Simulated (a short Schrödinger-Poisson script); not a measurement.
Structure: MOS inversion layer, SiO2 on p-type Si(111), at 400 K.

From the gate side: 3.4 nm SiO2; 330 nm Si, acceptors 1.7e18 cm⁻³.

The device is made up for the run: typed textbook-type constants, with dimensions and the other settings drawn at random. SiO2: permittivity 3.9, conduction-band edge (eV) 3.15, gap (eV) 9, electron mass (mₑ) 0.5. Si: permittivity 11.7, conduction-band edge (eV) 0, gap (eV) 1.124, Nv at 300 K (cm⁻³) 3.1e19.

Channel valleys (confinement mass, in-plane density-of-states mass, number): Δ6 0.258, 0.358, 6. At the gate the conduction-band edge of layer 1 lies 3.68 eV − eVg above the Fermi level of the channel; the field vanishes at the back. Gaps are held at their typed values at every temperature. Mesh 0.03 nm at interfaces.

Solved with a short Schrödinger-Poisson script written for these runs: 1D Poisson equation in equilibrium, electrons quantum, Hartree (BenDaniel-Duke, 12 states a valley, the channel's in-plane mass for all, wave functions free to enter the dielectric), parabolic valleys, classical holes, full ionisation, no traps, pinning or gate leakage.

| Vg (V) | electrons (cm⁻²) | C (μF/cm²) | Δ6 E0 (meV from the Fermi level) |
|---|---|---|---|
| 1.05 | 2.32e9 | 0.299 | 328.0 |
| 1.2 | 3.75e10 | 0.353 | 232.0 |
| 1.35 | 2.96e11 | 0.594 | 160.5 |
| 1.5 | 8.55e11 | 0.749 | 123.6 |
| 1.65 | 1.55e12 | 0.813 | 102.7 |
| 1.8 | 2.31e12 | 0.845 | 88.5 |
| 1.95 | 3.09e12 | 0.864 | 77.9 |
| 2.1 | 3.90e12 | 0.878 | 69.5 |
| 2.25 | 4.72e12 | 0.887 | 62.4 |
| 2.4 | 5.55e12 | 0.895 | 56.3 |
| 2.55 | 6.39e12 | 0.901 | 51.0 |
| 2.7 | 7.24e12 | 0.906 | 46.2 |
| 2.85 | 8.09e12 | 0.911 | 41.9 |
| 3 | 8.94e12 | 0.915 | 37.9 |
| 3.15 | 9.80e12 | 0.918 | 34.2 |
| 3.3 | 1.07e13 | 0.921 | 30.8 |
| 3.45 | 1.15e13 | 0.924 | 27.6 |

Gate voltages with under 1e9 electrons/cm² are left out.

Q: At Vg = 3.45 V the lowest Δ6 subband lies at 27.6 meV from the Fermi level. How many electrons does it hold, and what share of all?

A: The two-dimensional density of states is g m/(πħ²) = 8.97e11 cm⁻² meV⁻¹ (both spins), kT = 34.5 meV, so n = D kT ln(1 + exp(−E/kT)) = 1.15e13 cm⁻², 1.00 of the 1.15e13 cm⁻² in all.

Q: Compare the slope of the sheet density between 3.15 and 3.45 V with the geometric capacitance of the layers between gate and channel.

A: q Δn/ΔV = 0.908 μF/cm²; ε0/Σ(t/ε) = 1.02 μF/cm². The ratio is 0.89: the channel acts as a further capacitance in series.
